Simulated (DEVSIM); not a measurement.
Device: abrupt Ge p-n junction, at 400 K.

Layer 1 from the left is Ge, thickness (μm) 0.120, Na (cm⁻³) 1.7e17, τn (s) 0.0002, τp (s) 0.0002. Layer 2 from the left is Ge, thickness (μm) 3.50, Nd (cm⁻³) 3.4e14, τn (s) 0.0002, τp (s) 0.0002.

Left contact: ohmic. Right contact: ohmic. Voltage is applied to the left contact. Recombination: SRH at mid-gap, Auger. Mobility is constant in doping.

Constants are typed, rounded textbook-type inputs, not results; the design itself was drawn at random and stands for no fabricated device. Values at 300 K; Nc and Nv go as T^1.5, mobilities as T to minus their exponent, the gap by Varshni's rule with the affinity fixed.

Ge: gap (eV) 0.664, affinity (eV) 4, permittivity 16, Nc (cm⁻³) 1.04e19, Nv (cm⁻³) 6e18, μn (cm²/Vs) 3900, μp (cm²/Vs) 1900, T exponent of μn 1.66, T exponent of μp 2.33, Cn (cm⁶/s) 1e-31, Cp (cm⁶/s) 1e-31, Varshni α (eV/K) 0.000477, Varshni β (K) 235.

Model (solved in DEVSIM): 1D drift-diffusion, Boltzmann statistics, complete ionisation; no tunnelling, impact ionisation, image-force lowering or self-heating.

**Question.** What does the simulation give for the largest field in the device at zero bias, the dark forward voltage at 100 A/cm², the potential step across the device at zero bias?

**Answer.** largest field in the device at zero bias 22000 V/cm; dark forward voltage at 100 A/cm² 0.068 V; potential step across the device at zero bias 0.169 V.
